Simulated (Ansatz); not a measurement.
bcc W (1 1 0) on monoclinic HfO2 (0 1 0) (film strained to the substrate, started from cuts of the bulks and a machine-learned relaxation; slabs Hf12O22 and W16, which can lie off the formulas)

A periodic stack without vacuum, bcc W (1 1 0) on monoclinic HfO2 (0 1 0) (film strained to the substrate, started from cuts of the bulks and a machine-learned relaxation; slabs Hf12O22 and W16, which can lie off the formulas): substrate slab Hf12O22, film W16, surface cells [[0, 1], [-1, 0]] and [[-2, 0], [-3, -2]], film strained by -3.0 and -2.1 %, outermost planes O/O and W/W as cut, which need not be the usual terminations and can put a slab off its formula.

The start was prepared with a machine-learned potential, and the result is one local minimum, with the in-plane cell held and forces under 0.04 eV/Å; the film can end far from its bulk form.

Method: PBE (plane waves to 420 eV, PAW; Ansatz, a quantum-chemistry and plane-wave program). Spin–orbit coupling is left out; the runs are not spin-polarised. Its k-point mesh 5×5×1, Fermi–Dirac width 0.05 eV.

```
Property                                                                                   Value
-------------------------------------------------------------------------------  ---------------
interface area                                                                           27.2 Å²
period                                                                                   25.22 Å
heights between the nearest atoms of the two slabs at the two interfaces         1.99 and 1.99 Å
Hf–W contacts across the interfaces within 1.22 times the sum of covalent radii  14, mean 3.19 Å
O–W contacts across the interfaces within 1.22 times the sum of covalent radii    2, mean 1.99 Å
```

```xyz
50
Lattice="5.3518 0.0004 -0.1423 0.8664 5.0882 0.0596 1.6127 0.8455 25.2062" Properties=species:S:1:pos:R:3 pbc="T T T"
Hf     1.3386     1.6613     1.9497
Hf     3.8501     3.9361     1.5472
Hf     1.3561     3.8735     4.6075
Hf     4.1014     1.5790     4.0522
O      0.5224     0.5915     3.5921
O      4.9158     4.8708     5.1331
O      1.9898     4.8660     1.2726
O      3.1896     0.6225     2.4769
O      5.2884     2.9763     2.8210
O      2.6286     2.9953     3.0837
Hf     1.4874     1.5330     7.1698
Hf     4.0821     3.8126     6.6982
Hf     1.4891     3.7636     9.8158
Hf     4.2218     1.4972     9.2659
O      0.6271     0.4618     8.7108
O      5.0727     4.7910    10.3548
O      2.2807     4.8600     6.1464
O      3.2783     0.4760     7.7401
O      5.5006     2.4472     5.5938
O      5.4234     2.9130     8.1274
O      2.7498     2.9106     8.2889
O      2.8251     2.4331     5.5861
Hf     1.6472     1.4449    12.3825
Hf     4.2307     3.7533    11.9072
Hf     6.8857     3.7194    14.8314
Hf     4.3527     1.4552    14.4896
O      6.1694     0.4382    13.8297
O      5.0397     4.6370    15.2380
O      2.4062     4.7702    11.3679
O      3.4474     0.4385    12.8604
O      5.6444     2.3465    10.8048
O      5.5819     2.8296    13.3327
O      2.9005     2.8007    13.5956
O      2.9637     2.3637    10.7991
W      3.3201     2.1669    17.3925
W      6.0115     2.1148    17.3219
W      2.4441     4.7125    17.5830
W      5.1029     4.7083    17.2266
W      6.9550     3.3948    19.6084
W      4.3070     3.3848    19.6885
W      5.1995     0.8490    19.6182
W      2.5455     0.8399    19.6875
W      5.2329     4.6267    21.9806
W      2.5795     4.6222    22.0415
W      3.4715     2.0876    21.9775
W      6.1717     2.0748    21.9020
W      2.6532     0.7733    24.4326
W      5.3429     0.7987    24.0814
W      7.0736     3.3199    24.2119
W      4.4149     3.2770    24.2544
```
